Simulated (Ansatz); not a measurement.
The starting structures come from a database of crystals and need not be the phases stable at ambient conditions.

 Where the default PAW files enter, the runs use the earlier of Ansatz's two default sets.

By PBEsol, the system below comes out a metal.

A figure of merit of an interconnect metal is its ballistic conductance per area.

Consider the following.

```yaml
crystal:
  lattice:
    - [3.19238, 0.00000, 0.00000]
    - [0.00000, 5.04504, 0.00000]
    - [1.59619, 0.00000, 2.84762]
  atoms:
    - { symbol: Hf, position: [0.33333, 0.75000, 0.33333] }
    - { symbol: Hf, position: [0.66667, 0.25000, 0.66667] }
```

Space group of this cell: Cmcm. The cell is strained (lengths along the current scaled by 1.03, ions clamped); by PBEsol its mean pressure is -6.0 GPa.

The current flows along the normal of the first two printed cell vectors. No spin-orbit coupling; the value is a mean over 0.1 eV about the Fermi level.

**Question.** Give the ballistic conductance per area that PBEsol run with Ansatz (a quantum-chemistry and plane-wave program) yields.

**Answer.** 0.53 × 10¹⁵ S/m² for both spins.
